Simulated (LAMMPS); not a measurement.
MD of SiC (zinc blende) at zero pressure, 1000 atoms, as a liquid; each row is its own run.

All values are model results, not measurements: classical MD, pair style tersoff, file SiC_Erhart-Albe.tersoff; code LAMMPS.

```
T (K)  D(C) (cm²/s)
-----  ------------
3620        6.62e-6
3770        8.75e-6
4640        3.81e-5
```

Problem. Fit an Arrhenius law, ln y = a + b / x, to these rows (x is the first column, y the second) and predict the run at x = 4060.

Solution. Least squares gives a = -3.9179 and b = -29050. The slope times kB gives an activation energy of 2.50 eV. At x = 4060 the fit predicts 1.55e-5 cm²/s. The run itself gave (1.43 ± 0.03) × 10^-5 cm²/s, so the fit is 8.4 % high.

Caution: at ambient pressure real SiC sublimes or decomposes before or as it melts, so this liquid is the model's.

Caution: a run this short can hold a crystal over, or a liquid under, the potential's own melting point, which these runs don't give.

Errors of D are the spread over four groups of atoms in one short run; a floor of about 5 %, a picked value, is safer.
